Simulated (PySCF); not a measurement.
PySCF 2.14.0, TPSSH/def2-tzvp, df: Mo(NH)2(Cl)2 ([NH]=[Mo](=[NH])([Cl])[Cl]), 7 atoms. The geometry is a generated start, not checked to be a minimum at this level.

```json
{
  "task": "energy",
  "method": "tpssh",
  "basis": "def2-tzvp",
  "two_electron_scheme": "density fitting",
  "mol.max_memory": "3000 MB",
  "mf.max_cycle": "100",
  "mf.init_guess": "minao (default)",
  "mf.DIIS": "CDIIS (default)",
  "mf.diis_space": "8 (default)",
  "mf.conv_tol": "1e-09 (default)",
  "mf.grids.level": "3 (default)",
  "effective_core_potentials": "those of the basis set, past Kr",
  "basis_functions": "188",
  "grid_points": "107624"
}
```

```xyz
7

Mo    -0.2545     0.0899     0.2701
N      0.9795    -1.1059     0.5023
H      1.7570    -1.7519     0.4507
N     -0.2280     0.8302    -1.2978
H     -0.0691     1.1516    -2.2450
Cl    -2.1932    -0.8612     0.5491
Cl     0.0083     1.6472     1.7706
```

Charge 0 and multiplicity 1 are set for this test and not shown to be the ground state.

One run each on 2 threads, 1 BLAS thread. Values of level_shift (Hartree) tried: 0 (default), 0.1, 0.3, 1.

**Question.** How does the count of Fock builds change with level_shift (Hartree), and where is it least?

**Answer.** Fewest Fock builds, within one of each other: 0 (default) with 13, 0.1 with 14. The count rises to 44 at 1. All converge to one solution.

```tsv
level_shift (Hartree)	Fock builds	end
0 (default)	13	same solution
0.1	14	same solution
0.3	18	same solution
1	44	same solution
```
